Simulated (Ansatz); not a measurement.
PbSe: response to strain

The reference is PbSe in the rock salt structure (space group Fm-3m, No. 225; a = 6.178 Å).

Strains are applied to the cell and any free atomic positions relax.

Computed with r2SCAN/PAW in Ansatz (a program for electronic structure), no SOC, earlier PAW set.

Notes on the quantities. energy relative to the base: free energy F.

```csv
isotropic strain (%),energy relative to the base (meV/atom)
-4.54,102.2
-1.99,?
0,0.0
0.29,0.4
0.69,2.0
```

Question: Fit ΔE = Aε² + Bε³ (ε in %) to the rows shown and predict the withheld row.

Answer: Least squares on the printed values gives A = 4.31 and B = -0.14 meV/atom (largest residual 0.0 meV/atom); this predicts 18.2 meV/atom, and the run gives 17.9 meV/atom, 0.3 lower.

Whether these cells are dynamically stable was not tested.
